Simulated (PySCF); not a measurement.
PySCF 2.14.0, CCSD (frozen core)/cc-pvdz: O[Si@@H]1O[SiH2][SiH2]1, 11 atoms. The geometry is a generated start, not checked to be a minimum at this level.

```yaml
task: ccsd
basis: cc-pvdz
two_electron_scheme: exact four-centre integrals
frozen_core: true
mf.init_guess: minao (default)
mf.DIIS: CDIIS (default)
mf.diis_space: 8 (default)
mf.conv_tol: 1e-09 (default)
basis functions (reference run): 112
```

On 4 threads, 1 BLAS thread. Build: conda-forge: OpenMP (GNU), OpenBLAS with its own threads, libcint, Libxc. Each setting ran once; only counts and results are compared.

Values of mol.max_memory tried: 8000 MB, 4000 MB, 2000 MB, 1000 MB, 500 MB, 300 MB, 200 MB.

Task: Which of these memory settings still run, and by which path?

Result: It runs down to 200 MB, the lowest tried, with the same result. At 8000 MB: SCF integrals in memory, transformation in memory. From 1000 MB down: SCF integrals in memory, transformation through a file. From 200 MB down: direct SCF, transformation through a file.

```
mol.max_memory                                                    path  peak memory
--------------  ------------------------------------------------------  -----------
8000 MB              SCF integrals in memory, transformation in memory     0.80 GiB
4000 MB              SCF integrals in memory, transformation in memory     0.80 GiB
2000 MB              SCF integrals in memory, transformation in memory     0.79 GiB
1000 MB         SCF integrals in memory, transformation through a file      1.0 GiB
500 MB          SCF integrals in memory, transformation through a file      1.0 GiB
300 MB          SCF integrals in memory, transformation through a file      1.0 GiB
200 MB                       direct SCF, transformation through a file     0.87 GiB
```

Peak memory is the kernel's count for the largest process, libraries included and scratch files not. The peak passes the setting at 1000 MB, 500 MB, 300 MB, 200 MB: it is no hard cap.
